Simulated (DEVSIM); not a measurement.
Device: illuminated Si n-on-p cell, one wavelength, with a back-surface field, at 400 K.

```
layer (left to right)  material  thickness (μm)  Nd (cm⁻³)  Na (cm⁻³)  τn (s)  τp (s)  absorption coefficient (cm⁻¹)
---------------------  --------  --------------  ---------  ---------  ------  ------  -----------------------------
1                            Si           0.110     6.6e18          -  9.6e-8  2.2e-8                          12000
2                            Si             220          -     1.5e15    6e-7    6e-7                          12000
3                            Si           0.560          -     5.3e18    6e-7    6e-7                          12000
```

Left contact: ohmic, minority hole recombination velocity 10 cm/s. Right contact: ohmic, minority electron recombination velocity 5000 cm/s. Voltage is applied to the left contact. Recombination: SRH at mid-gap, radiative, Auger. Light enters at the left, 1.1e18 photons cm⁻² s⁻¹, one pass, no reflection. Mobility is μmin + (μ − μmin)/(1 + (N/Nref)^α).

The device is made up for the run: typed textbook-type constants, with dimensions and the other settings drawn at random. Values at 300 K; Nc and Nv go as T^1.5, mobilities as T to minus their exponent, the gap by Varshni's rule with the affinity fixed.

```csv
parameter,Si
gap (eV),1.124
affinity (eV),4.05
permittivity,11.7
Nc (cm⁻³),2.86e19
Nv (cm⁻³),3.1e19
μn (cm²/Vs),1417
μp (cm²/Vs),470
"μn,min",52
"μp,min",45
"Nref,n",9.7e16
"Nref,p",2.2e17
αn,0.68
αp,0.72
T exponent of μn,2.3
T exponent of μp,2.2
B (cm³/s),4.7e-15
Cn (cm⁶/s),2.8e-31
Cp (cm⁶/s),9.9e-32
Varshni α (eV/K),0.000473
Varshni β (K),636
```

Simulated with DEVSIM: 1D drift-diffusion, Boltzmann statistics, complete ionisation; no tunnelling, impact ionisation, image-force lowering or self-heating.

The temperature was swept, all else fixed.

```csv
temperature (K),largest power (mW/cm²),short-circuit current (mA/cm²),fill factor,share of generated pairs collected at short circuit
250,97.2,175,0.83,0.995
300,73.6,175,0.76,0.994
350,50.6,175,0.67,0.993
400,28.7,175,0.54,0.991
450,10.9,166,0.36,0.944
500,1.79,96.4,0.26,0.547
```

From the first row to the last the largest power goes from 97.2 to 1.79. From the first row to the last the short-circuit current goes from 175 to 96.4.
